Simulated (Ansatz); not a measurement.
Consider GaSb in the zinc blende structure (space group F-43m, No. 216; a = 6.132 Å).

It is then changed as follows: hydrostatic tension (pressure −2 GPa).

Levels (all Ansatz, a quantum-chemistry and plane-wave program, PAW): r2SCAN (500 eV, no spin-orbit coupling); HSE06+SOC (420 eV, with spin-orbit coupling).

The geometry is relaxed with r2SCAN.

| Quantity | Result |
|---|---|
| r2SCAN valence-band top at Γ | 0.00, 0.00, 0.00 eV |
| r2SCAN lowest conduction level above the VBM at special points | Γ 0.10 eV; L 0.59 eV; X 1.18 eV |

Predict the valence-band top at Γ and lowest conduction level above the VBM at special points from HSE06+SOC.

The valence-band top at Γ (three highest Kramers pairs, from the VBM) becomes 0.00, 0.00, -0.77 eV (r2SCAN: 0.00, 0.00, 0.00 eV); the lowest conduction level above the VBM at special points changes from Γ 0.10 eV; L 0.59 eV; X 1.18 eV to Γ 0.19 eV; L 0.66 eV; X 1.24 eV. The threefold valence maximum splits by Δso ≈ 0.77 eV.

Single points use the geometry relaxed with r2SCAN. Their cutoffs differ, which shifts pressures a little. Differences between runs with and without spin-orbit coupling are approximate. With Sb present, leaving out spin-orbit coupling can change the band edges. The levels and masses belong to the bands next to the band gap. Load acts through the strain it causes; cell and atoms are relaxed under it. No phonon test of stability was made.
